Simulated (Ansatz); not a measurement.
Consider BeS in the zinc blende structure (space group F-43m, No. 216; a = 4.838 Å). Axes: x, y, z lie along the cube axes.

Level of theory: PBEsol (Ansatz, an electronic-structure program; PAW; 420 eV plane waves; scalar-relativistic without spin-orbit coupling).

For the base:

- Band gap = 2.91 eV
- Valence-band top at Γ = 0.00, 0.00, 0.00 eV

Modification: compressive biaxial strain of 2.50 % in the plane normal to [001], as in epitaxy on a mismatched substrate; the out-of-plane cell vector and the atoms relax.

Q: What does the calculation give for the band gap after the change?

A: The band gap decreases by 0.28 eV (2.91 eV → 2.63 eV).

Q: Predict the new energy relative to the base.

A: The energy goes up by 10 meV/atom.

Q: Estimate the effect on the valence-band top at Γ.

A: The valence-band top at Γ (three highest levels, from the VBM) changes from 0.00, 0.00, 0.00 eV to 0.00, 0.00, -0.27 eV.

Q: What does the calculation give for the ratio −ε⊥/ε∥ after the change?

A: The ratio −ε⊥/ε∥ is 0.80.

Whether these cells are dynamically stable was not tested.
